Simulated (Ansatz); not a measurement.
MgTe in the wurtzite structure (space group P6_3mc, No. 186)

MgTe has the hexagonal space group P6₃mc (No. 186), the wurtzite structure, Pearson symbol hP4. Lattice parameters: a = 4.609 Å, b = 4.609 Å, c = 7.501 Å, α = 90.00°, β = 90.00°, γ = 120.00°. Mg on 2b is surrounded by 4 Te at 2.818–2.823 Å (tetrahedral). Te on 2b is surrounded by 4 Mg at 2.818–2.823 Å (tetrahedral). (Neighbours: up to the widest gap in distance over summed covalent radii, below 1.35, at either atom; cation-cation and far metal-metal contacts left out.)

Level of theory: Ansatz (a program for electronic structure) PBE, without spin-orbit coupling, earlier PAW set. Γ-centred 8×8×5 mesh, Fermi–Dirac width 0.05 eV.

Volume per atom: 34.49 Å³
Density: 3.66 g/cm³
Band gap: 2.37 eV (uncertain: the edges found on the path are not clean extrema)
Total energy: -4452.810 eV/atom (σ→0; compares only within this code and set-up)

With Te present, leaving out spin-orbit coupling can change the band edges. Stability against distortions was not tested.
